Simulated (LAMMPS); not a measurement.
Consider a melt made from Au (fcc), 2048 atoms, at 1200 K and 0 GPa, brought to that temperature within a few picoseconds in molecular dynamics.

Method: classical MD, pair style meam, file library.meam (library.meam-Au); code LAMMPS.

| angle (°) | probability per degree, Au-Au-Au |
|---|---|
| 40.50 | 0.0000 |
| 43.50 | 0.0005 |
| 46.50 | 0.0028 |
| 49.50 | 0.0078 |
| 52.50 | 0.0129 |
| 55.50 | 0.0163 |
| 58.50 | 0.0169 |
| 61.50 | 0.0159 |
| 64.50 | 0.0128 |
| 67.50 | 0.0090 |
| 70.50 | 0.0068 |
| 73.50 | 0.0072 |
| 76.50 | 0.0077 |
| 79.50 | 0.0081 |
| 82.50 | 0.0083 |
| 85.50 | 0.0086 |
| 88.50 | 0.0087 |
| 91.50 | 0.0089 |
| 94.50 | 0.0088 |
| 97.50 | 0.0089 |
| 100.5 | 0.0092 |
| 103.5 | 0.0095 |
| 106.5 | 0.0096 |
| 109.5 | 0.0095 |
| 112.5 | 0.0097 |
| 115.5 | 0.0093 |
| 118.5 | 0.0089 |
| 121.5 | 0.0083 |
| 124.5 | 0.0075 |
| 127.5 | 0.0074 |
| 130.5 | 0.0069 |
| 133.5 | 0.0066 |
| 136.5 | 0.0064 |
| 139.5 | 0.0061 |
| 142.5 | 0.0058 |
| 145.5 | 0.0055 |
| 148.5 | 0.0050 |
| 151.5 | 0.0047 |
| 154.5 | 0.0043 |
| 157.5 | 0.0037 |
| 160.5 | 0.0033 |
| 163.5 | 0.0028 |
| 166.5 | 0.0022 |
| 169.5 | 0.0018 |
| 172.5 | 0.0013 |
| 175.5 | 0.0007 |
| 178.5 | 0.0003 |

Read from the full data:
- state found: liquid
- most common Au-Au-Au angle: in the 3° bin centred on 58.5° (mean of all 97°)

Caution: the potential MEAM library.meam-Au is a first-neighbour MEAM set with a 4 Å cutoff, used here without a parameter file and away from the static properties it was fitted to. Caution: this liquid lies under the measured melting point of 1337 K, so it is undercooled or the potential melts low.
